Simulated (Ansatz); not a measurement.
# A computed series for Be2Si: pressure series

The parent structure is Be$_{2}$Si (space group Fm-3m, No. 225; a = 5.2832 Å; a model cell, its experimental status unchecked).

Cell and atoms are relaxed at each pressure.

All numbers come from r2SCAN (Ansatz, a quantum-chemistry and plane-wave program; PAW; 500 eV plane waves; scalar-relativistic without spin-orbit coupling).

```tsv
P (GPa)	V (Å³/atom)
-2.00	12.543
-1.00	12.413
1.81	12.077
4.22	11.818
9.00	11.369
18.00	10.686
30.00	9.987
45.00	9.319
60.00	8.797
```

A third-order Birch–Murnaghan fit to these points gives V₀ = 12.29 Å³/atom, B₀ = 101 GPa and B₀′ = 3.5. At pressure 60 GPa the volume is 71.6 % of V₀.

Load acts through the strain it causes; cell and atoms are relaxed under it. Stability against distortions was not tested. No other phases were tried under pressure. The final runs are not spin-polarised.
